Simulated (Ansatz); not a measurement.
LaC2 (I4/mmm, No. 139), treated with LDA in Ansatz (PAW).

Run with plane-wave cutoff 500 eV, 14×14×14 k mesh, Fermi–Dirac smearing 0.05 eV, scalar-relativistic PAW data made under PBE.

Computed at the level's own relaxed cell.

Problem. What does this level give for the volume per atom, lattice parameter a and c axis length?

Solution. 
* **volume per atom**: 16.12 Å³/atom
* **lattice parameter a**: 3.860 Å
* **c axis length**: 6.494 Å

The run finds no gap.

Spin–orbit coupling is not included.

Computed values are for the static lattice.

Cost on a shared machine: very roughly 30 core-seconds.

Ansatz is a first-principles code.
